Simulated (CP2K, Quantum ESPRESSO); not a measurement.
A CP2K input for a self-consistent single point of Cd (P6_3/mmc, 4 atoms in the cell) (DFT LDA (Pade form), GPW, DZVP-MOLOPT-SR-GTH basis, GTH-PADE potentials (GTH_POTENTIALS)):

```
&GLOBAL
  PROJECT cd
  RUN_TYPE ENERGY_FORCE
  PRINT_LEVEL MEDIUM
&END GLOBAL
&FORCE_EVAL
  METHOD Quickstep
  STRESS_TENSOR ANALYTICAL
  &DFT
    BASIS_SET_FILE_NAME BASIS_MOLOPT
    POTENTIAL_FILE_NAME GTH_POTENTIALS
    &QS
      METHOD GPW
      EPS_DEFAULT 1E-10
    &END QS
    &MGRID
      CUTOFF 500
      REL_CUTOFF 50
      NGRIDS 5
    &END MGRID
    &SCF
      SCF_GUESS ATOMIC
      EPS_SCF 1E-7
      MAX_SCF 100
      ADDED_MOS 9
      &DIAGONALIZATION
        ALGORITHM STANDARD
      &END DIAGONALIZATION
      &MIXING
        METHOD BROYDEN_MIXING
        ALPHA 0.3
        NBUFFER 8
        BETA 1
      &END MIXING
      &SMEAR ON
        METHOD GAUSSIAN
        SIGMA [eV] 0.1
      &END SMEAR
    &END SCF
    &KPOINTS
      SCHEME MONKHORST-PACK 8 8 3
      GAMMA_CENTERED T
    &END KPOINTS
    &XC
      &XC_FUNCTIONAL PADE
      &END XC_FUNCTIONAL
    &END XC
    &PRINT
      &MO
        EIGENVALUES T
        OCCUPATION_NUMBERS T
        NDIGITS 8
        FILENAME mo
        &EACH
          QS_SCF 0
        &END EACH
        ADD_LAST NUMERIC
      &END MO
      &MULLIKEN ON
      &END MULLIKEN
    &END PRINT
  &END DFT
  &SUBSYS
    &CELL
      A 3.18870400 0.00000000 0.00000000
      B -1.59435100 2.76149800 0.00000000
      C 0.00000000 0.00000000 10.25967500
      PERIODIC XYZ
    &END CELL
    &COORD
      Cd       0.00000000     0.00000000     0.00000000
      Cd       0.00000000     0.00000000     5.12983750
      Cd      -0.00000093     1.84099959     2.56491875
      Cd       1.59435393     0.92049841     7.69475625
    &END COORD
    &KIND Cd
      BASIS_SET DZVP-MOLOPT-SR-GTH-q12
      POTENTIAL GTH-PADE-q12
    &END KIND
  &END SUBSYS
  &PRINT
    &FORCES ON
    &END FORCES
    &STRESS_TENSOR ON
    &END STRESS_TENSOR
  &END PRINT
&END FORCE_EVAL
```

Task: Write the same calculation as an input for Quantum ESPRESSO.

Result: This is the input that was run; spellings and numerical settings could be chosen otherwise.

```fortran
&control
  calculation = 'scf',
  prefix = 'pwscf',
  outdir = './out',
  pseudo_dir = './',
  verbosity = 'high',
  tprnfor = .true.,
  tstress = .true.,
/
&system
  ibrav = 4,
  celldm(1) = 6.02577652,
  celldm(3) = 3.2175066243,
  nat = 4,
  ntyp = 1,
  ecutwfc = 40,
  ecutrho = 200,
  occupations = 'smearing',
  smearing = 'gaussian',
  degauss = 0.0073499,
/
&electrons
  conv_thr = 1e-10,
  mixing_beta = 0.7,
/
ATOMIC_SPECIES
Cd   112.4140  cd_lda_v1.uspp.F.UPF
ATOMIC_POSITIONS crystal
Cd    0.00000000    0.00000000    0.00000000
Cd    0.00000000    0.00000000    0.50000000
Cd    0.33333333    0.66666667    0.25000000
Cd    0.66666667    0.33333333    0.75000000
K_POINTS automatic
8 8 3  0 0 0
```

Basis settings and potentials, where a program has them, do not carry over. This input uses DFT, LDA (PZ), plane waves, GBRV 1.5 ultrasoft (LDA) pseudopotentials. LDA parametrisations can differ slightly between programs. Both were run: pressure -5.48 GPa in CP2K and -6.77 in Quantum ESPRESSO.

On CP2K: the starting cell was generated: these elements placed on a structure prototype, without a prior relaxation; it need not be a known phase or ordering of this composition. Its lattice was rescaled by a random factor within 2.5 % of one. Values carry the incompleteness of an atom-centred basis. With a pressure of about -5 GPa the cell is away from its equilibrium volume at this level.

On Quantum ESPRESSO: the starting cell was generated: these elements placed on a structure prototype, without a prior relaxation; it need not be a known phase or ordering of this composition. Its lattice was rescaled by a random factor within 2.5 % of one. With a pressure of about -7 GPa the cell is away from its equilibrium volume at this level.
